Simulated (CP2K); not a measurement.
Band structure of AgBr (Fm-3m, 2 atoms in the cell).

```
CELL_PARAMETERS angstrom
      4.12900     0.00000     0.00000
      2.06450     3.57582     0.00000
      2.06450     1.19194     3.37132
ATOMIC_POSITIONS crystal
  Ag 0.00000 0.00000 0.00000
  Br 0.50000 0.50000 0.50000
```

Level of theory: PBE, GPW, DZVP-MOLOPT-SR-GTH basis, GTH-PBE potentials (GTH_POTENTIALS) (CP2K 2026.2).

Settings: CUTOFF = 500 Ry; REL_CUTOFF = 40 Ry; KPOINTS/SCHEME = MONKHORST-PACK 8 8 8; GAMMA_CENTERED = T; XC_FUNCTIONAL = PBE; Ag/BASIS_SET = DZVP-MOLOPT-SR-GTH-q11; Ag/POTENTIAL = GTH-PBE-q11; Br/BASIS_SET = DZVP-MOLOPT-SR-GTH-q7; Br/POTENTIAL = GTH-PBE-q7; METHOD = GPW; EPS_DEFAULT = 1e-10; EXTRAPOLATION = USE_GUESS; NGRIDS = 5; SCF_GUESS = ATOMIC.

The starting cell comes from a database of computed structures (which also holds hypothetical and non-ambient phases and stackings), without a prior relaxation at this level. Its lattice was rescaled by a random factor within 2.5 % of one. Values carry the incompleteness of an atom-centred basis.

**Question.** Predict the gap along the standard path and the places of the band edges.

**Answer.** The gap along the path is 0.70 eV, from L to Γ; the smallest direct gap on it is 2.46 eV.

Levels in eV from the top of the valence band on the SCF mesh, bands 6 to 10:
```json
[
 {"point": "Γ", "6": "-2.57", "7": "-1.76", "8": "-1.76", "9": "-1.76", "10": "0.70"},
 {"point": "X", "6": "-2.44", "7": "-2.22", "8": "-2.22", "9": "-2.16", "10": "1.84"},
 {"point": "W", "6": "-2.22", "7": "-2.11", "8": "-2.11", "9": "-1.39", "10": "3.89"},
 {"point": "K", "6": "-2.26", "7": "-2.06", "8": "-1.88", "9": "-1.10", "10": "3.19"},
 {"point": "L", "6": "-2.31", "7": "-1.99", "8": "0.00", "9": "0.00", "10": "4.48"},
 {"point": "U", "6": "-2.26", "7": "-2.06", "8": "-1.88", "9": "-1.10", "10": "3.19"}
]
```

Higher empty bands are left out: an atom-centred basis made for the valence describes them poorly.
